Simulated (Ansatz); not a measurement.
Lattice thermal conductivity of NaCl in the rock salt structure at 300 K from the phonon Boltzmann equation with three-phonon and isotope scattering in Ansatz (plane waves, PAW). Reference run: PBEsol, third-order constants from a 54-atom supercell out to 5.2 Å, harmonic mesh 6×6×6, k mesh 6×6×6, scattering mesh 15×15×15. 

| run | highest ν (THz) | κ (W/m/K) |
|---|---|---|
| PBEsol, reference | 7.62 | 9.03 |
| PBEsol, denser conductivity mesh | 7.63 | 8.92 |
| PBEsol, longer pair cutoff (5.8 Å) | 7.62 | 8.63 |
| PBEsol, shorter pair cutoff (4.4 Å) | 7.62 | 9.34 |
| PBEsol, third-order supercell 4, harmonic q mesh 4 and k mesh 8 in place of 3, 6 and 6 | 7.62 | [?] |
| PBEsol, third-order supercell 4, harmonic q mesh 8, k mesh 8 and longer pair cutoff (5.8 Å) | 7.62 | 8.60 |

Task: What belongs in the gaps?

Result: 
- PBEsol, third-order supercell 4, harmonic q mesh 4 and k mesh 8 in place of 3, 6 and 6, κ (W/m/K): 9.09

Ansatz is a first-principles code.
